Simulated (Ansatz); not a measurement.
GaP (F-43m), Ansatz (a program for electronic structure) with HSE06, rigid bands: N_c = 4.24e19 cm⁻³ at 300 K and an electron conductivity mass of 0.343 mₑ.

Task: For 1e16 electrons per cm³ at 300 K, place the Fermi level, estimate the Seebeck coefficient of a parabolic band with constant τ, and give mobility and conductivity for τ = 20 fs.

Result: The level lies k_BT ln(N_c/n) = 0.216 eV below the conduction-band minimum. S ≈ −(k_B/e)[ln(N_c/n) + 5/2] = -935 μV/K, against -923 μV/K from the full bands (mean over directions). μ = eτ/m = 103 cm²/(V·s) and σ = neμ = 0.164 S/cm. τ is assumed, not computed.

Band transport and this doping are assumed; polarons and phonon drag are left out. Spin-orbit coupling is left out. Geometry: cell and atoms relaxed with PBEsol.
